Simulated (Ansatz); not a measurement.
Defect migration in wurtzite AlN: interstitial Mg, charge state +2. Method: PBE, PAW (plane waves to 420 eV; Ansatz, a quantum-chemistry and plane-wave program).

72-site cell at the relaxed PBE lattice, the Γ point alone, smearing 0.01 eV, spin-restricted, no finite-size correction. No zero-point or tunnelling terms. The charge state is imposed; whether it is stable for some Fermi level was not computed. Sites that were not tried may lie lower.

Barriers: single points on a 2×2×2 k-point mesh shifted by half a step along c at the bands' geometries.

Relaxed starting cell (atoms counted from 1):

```xyz
73
Lattice="9.3908 0.0000 0.0000 -4.6954 8.1326 0.0000 0.0000 0.0000 10.0363" Properties=species:S:1:pos:R:3 pbc="T T T"
Al     1.6497     0.9540     2.5976
Al     1.5672     0.9064     7.5047
Al    -0.0021     3.6171     2.4928
Al    -0.0023     3.6540     7.4451
Al    -1.5655     6.3247     2.4928
Al    -1.5335     6.3062     7.4453
Al     4.6932     0.9073     2.5073
Al     4.6931     0.8997     7.5176
Al     3.1309     3.6132     2.5073
Al     3.1242     3.6170     7.5176
Al     1.5609     6.3246     2.4929
Al     1.5290     6.3063     7.4452
Al     7.7367     0.9542     2.5975
Al     7.8191     0.9065     7.5048
Al     6.2554     3.6133     2.5073
Al     6.2619     3.6172     7.5176
Al     4.6932     6.2256     2.5975
Al     4.6930     6.3209     7.5048
Al    -0.0022     1.8172     5.0363
Al    -0.0022     1.9963     9.8388
Al    -1.5743     4.5146     4.9774
Al    -1.5708     4.5165    10.0228
Al    -3.1242     7.2245     5.0363
Al    -2.9691     7.1350     9.8389
Al     3.1440     1.8169     5.0382
Al     3.1323     1.8101    10.0348
Al     1.5698     4.5146     4.9775
Al     1.5662     4.5166    10.0227
Al    -0.0023     7.2373     4.9774
Al    -0.0023     7.2332    10.0228
Al     6.2422     1.8170     5.0383
Al     6.2540     1.8101    10.0347
Al     4.6930     4.5000     5.0383
Al     4.6930     4.5137    10.0348
Al     3.1197     7.2247     5.0363
Al     2.9645     7.1351     9.8392
N      1.5671     0.9063     4.4682
N      1.5204     0.8794     9.4675
N     -0.0022     3.6028     4.4015
N     -0.0023     3.7136     9.3650
N     -1.5779     6.3318     4.4014
N     -1.4819     6.2763     9.3651
N      4.6931     0.9121     4.4187
N      4.6932     0.8980     9.4419
N      3.1350     3.6108     4.4187
N      3.1228     3.6179     9.4419
N      1.5734     6.3319     4.4015
N      1.4774     6.2765     9.3650
N      7.8192     0.9066     4.4681
N      7.8658     0.8796     9.4676
N      6.2512     3.6109     4.4187
N      6.2634     3.6179     9.4419
N      4.6931     6.3210     4.4681
N      4.6930     6.3749     9.4676
N     -0.0021     1.7807     1.8691
N     -0.0022     1.8162     6.9624
N     -1.5683     4.5179     1.8989
N     -1.5765     4.5133     6.8857
N     -3.1558     7.2428     1.8689
N     -3.1251     7.2250     6.9624
N      3.1428     1.8161     1.9122
N      3.1281     1.8077     6.9532
N      1.5639     4.5180     1.8988
N      1.5720     4.5133     6.8858
N     -0.0022     7.2305     1.8989
N     -0.0023     7.2399     6.8857
N      6.2435     1.8162     1.9122
N      6.2580     1.8078     6.9533
N      4.6931     4.5015     1.9122
N      4.6930     4.5184     6.9532
N      3.1513     7.2430     1.8691
N      3.1205     7.2253     6.9623
Mg    -0.0022     0.0004     0.9454
```
Cell charge +2.

End state 1 differs by these moves (Å; atoms that move under 0.08 Å are left out):

```tsv
atom	element	Δx	Δy	Δz
1	Al	-0.09	1.46	0.80
3	Al	-0.11	0.14	-0.16
4	Al	0.00	-0.02	0.09
9	Al	0.11	0.14	-0.17
12	Al	0.03	0.04	0.08
13	Al	0.11	-0.02	-0.08
17	Al	0.01	0.10	-0.12
19	Al	-0.08	-0.08	0.14
20	Al	-0.03	-0.14	0.16
24	Al	-0.16	-0.06	0.06
25	Al	0.07	-0.08	0.13
27	Al	-0.01	0.06	0.07
36	Al	0.17	0.10	0.18
37	N	0.00	0.07	0.08
38	N	0.04	-0.01	0.09
39	N	0.11	-0.08	-0.08
40	N	0.00	-0.07	0.08
45	N	-0.11	-0.09	-0.09
48	N	0.09	0.07	0.08
54	N	-0.04	-0.07	-0.12
55	N	0.03	0.15	0.09
57	N	-0.06	0.03	-0.05
59	N	0.02	-0.31	-0.13
61	N	-0.04	0.11	0.04
62	N	0.01	0.00	0.08
69	N	0.06	0.05	-0.07
70	N	-0.02	-0.03	-0.09
73	Mg	1.57	0.67	0.81
```

Question: Estimate the forward and backward barriers to end state 1 that PBE, PAW returns for this input.

Answer: forward 2.03 eV, backward 1.00 eV; at the saddle point atom 73 has neighbours Al at 2.37; N at 1.85, N at 1.89, N at 2.10 Å. The saddle point's order was not checked.
